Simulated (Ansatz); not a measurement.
Si (P6/mmm, No. 191, 1 atom in the cell; start mp-34; another form than the element's usual one) was calculated with LDA (plane waves, PAW; Ansatz, a program for electronic structure).

Run with plane-wave cutoff 520 eV, 24×24×22 k mesh (along the axes of the cell as run), Fermi–Dirac smearing 0.05 eV, scalar-relativistic PAW data made under PBE.

Cell (relaxed at this level):

```
Si
1.0
    2.61548     0.00000     0.00000
   -1.30774     2.26507     0.00000
    0.00000     0.00000     2.45873
Si
1
Direct
  0.00000   0.00000   0.00000
```

Question: Give the computed bulk modulus.

Answer: 
bulk modulus: 115 GPa

The run finds no gap.

Note: the bulk modulus is −V dP/dV from two relaxed cells at ±2 % in volume; the relaxation could not lower the start's symmetry, so the cell can be a saddle point above a distorted one.

Static lattice: no zero-point or thermal effects.

Cost on a shared machine: about 40 core-seconds (a rough figure).

A start named mp-… is a Materials Project structure, which need not be a measured phase.
